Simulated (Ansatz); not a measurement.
## GaN, response to strain

The reference is GaN in the zinc blende structure (space group F-43m, No. 216; a = 4.455 Å). Axes: x, y, z lie along the cube axes.

Strains are applied to the cell and any free atomic positions relax.

Level of theory: DFT with LDA, PAW potentials and a 420 eV plane-wave cutoff in Ansatz (an electronic-structure program), no spin-orbit coupling.

Notes on the quantities. energy relative to the base: free energy F; pressure: mean of the normal stresses, compression positive.

| change | energy relative to the base | band gap | shortest interatomic distance | pressure |
|---|---|---|---|---|
| base | 0 meV/atom | 1.96 eV | 192.9 pm | 0.00 GPa |
| uniaxial strain ε_zz = −3.00 % | +9.1 meV/atom | 2.06 eV | 191.0 pm | 6.51 GPa |
| uniaxial strain ε_zz = −2.50 % | +6.3 meV/atom | 2.04 eV | 191.3 pm | 5.36 GPa |
| uniaxial strain ε_zz = −2.00 % | +4.0 meV/atom | 2.02 eV | 191.6 pm | 4.24 GPa |
| uniaxial strain ε_zz = −1.50 % | +2.2 meV/atom | 2.01 eV | 192.0 pm | 3.14 GPa |
| uniaxial strain ε_zz = −1.00 % | +1.0 meV/atom | 1.99 eV | 192.3 pm | 2.07 GPa |
| uniaxial strain ε_zz = −0.50 % | +0.2 meV/atom | 1.97 eV | 192.6 pm | 1.03 GPa |
| uniaxial strain ε_zz = +0.50 % | +0.2 meV/atom | 1.91 eV | 193.2 pm | -1.00 GPa |
| uniaxial strain ε_zz = +1.00 % | +1.0 meV/atom | 1.87 eV | 193.6 pm | -1.98 GPa |
| uniaxial strain ε_zz = +3.00 % | +8.8 meV/atom | 1.71 eV | 194.9 pm | -5.66 GPa |

Stability against distortions was not tested. This is not the structure that GaN has at room temperature and ambient pressure.
